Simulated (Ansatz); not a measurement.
## A computed series for Ir: response to strain

Consider Ir in the fcc (Cu type) structure (space group Fm-3m, No. 225; a = 3.8450 Å; relaxed with 0.1 eV smearing).

Strains are applied to the cell and any free atomic positions relax.

All numbers come from Ansatz (a program for electronic structure), r2SCAN, PAW, cutoff 500 eV, no spin-orbit coupling.

Notes on the quantities. energy relative to the base: free energy F.

| case | volume per atom | pressure | energy relative to the base |
|---|---|---|---|
| base | 14.21 Å³ | 0.0 GPa | 0 meV/atom |
| isotropic strain +0.50 % | 14.43 Å³ | ? | +3.7 meV/atom |
| isotropic strain +1.00 % | 14.64 Å³ | -10.4 GPa | +14 meV/atom |
| isotropic strain +1.50 % | 14.86 Å³ | -15.0 GPa | +32 meV/atom |
| isotropic strain +2.00 % | 15.08 Å³ | ? | +55 meV/atom |
| isotropic strain +2.50 % | 15.30 Å³ | -23.1 GPa | ? |
| isotropic strain +3.00 % | 15.53 Å³ | -26.6 GPa | +120 meV/atom |

Q: Some entries are withheld; estimate them.

A: 
- isotropic strain +0.50 %, pressure: -5.4 GPa
- isotropic strain +2.00 %, pressure: -19.2 GPa
- isotropic strain +2.50 %, energy relative to the base: +85 meV/atom

Whether these cells are dynamically stable was not tested. The final runs are not spin-polarised.
